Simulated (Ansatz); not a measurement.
# Competing hops of Si vacancy in tetragonal WSi2, neutral cell

System: Si vacancy in tetragonal WSi2 (neutral cell). Level of theory: PBE, PAW (plane waves to 420 eV; Ansatz, an electronic-structure program).

Settings: 54 host sites, the relaxed PBE lattice, a 3×3×3 k-point mesh shifted by half a step, smearing 0.10 eV, spin-restricted, no image-charge correction. No zero-point or tunnelling terms. Spin-orbit coupling is left out. Forms of the defect that were not tried may lie lower.

Barriers: single points on a 4×4×5 k-point mesh shifted by half a step at the bands' geometries.

```json
[
 {"Route": "one Si atom jumps into the vacancy from a nearby Si site", "Start site over the lowest site run (eV)": "0.00", "Hop (Å)": "2.33", "Forward barrier (eV)": "0.60", "Backward barrier (eV)": "0.60", "Neighbours at the start": "2 Si at 2.59, Si at 2.66, Si at 2.74, 2 Si at 3.01, 2 Si at 3.34; W at 2.58, W at 2.62, 2 W at 2.66, W at 2.78 Å", "Neighbours at the saddle": "2 Si at 2.57, 2 Si at 2.65; 2 W at 2.39 Å", "Saddle order": "not checked, on a symmetry element", "Forward, on the band's own sampling (eV)": "0.60"},
 {"Route": "one Si atom jumps into the vacancy from a nearby Si site", "Start site over the lowest site run (eV)": "0.00", "Hop (Å)": "2.32", "Forward barrier (eV)": "1.44", "Backward barrier (eV)": "1.44", "Neighbours at the start": "4 Si at 2.71, 4 Si at 3.22; 4 W at 2.61, W at 2.67 Å", "Neighbours at the saddle": "4 W at 2.41 Å", "Saddle order": "not checked, on a symmetry element", "Forward, on the band's own sampling (eV)": "1.42"},
 {"Route": "one Si atom jumps into the vacancy from a nearby Si site", "Start site over the lowest site run (eV)": "0.00", "Hop (Å)": "3.12", "Forward barrier (eV)": "2.42", "Backward barrier (eV)": "2.42", "Neighbours at the start": "2 Si at 2.59, Si at 2.60, 2 Si at 2.67, 2 Si at 3.22, Si at 3.34; 2 W at 2.61, W at 2.64, 2 W at 2.66 Å", "Neighbours at the saddle": "2 Si at 2.17; 2 W at 2.46, 2 W at 2.74 Å", "Saddle order": "not checked, on a symmetry element", "Forward, on the band's own sampling (eV)": "2.44"}
]
```

Paths come from nudged elastic bands with a climbing image. Of the routes that converged and passed our checks, the lowest saddle point lies 0.60 eV above the lowest of the sites run (one Si atom jumps into the vacancy from a nearby Si site); other sites, such as split forms, and other routes may lie lower. A band can be held on a symmetry element, so unchecked saddle points there may be too high.

The whole set of runs took around 10 core-hours (rough).
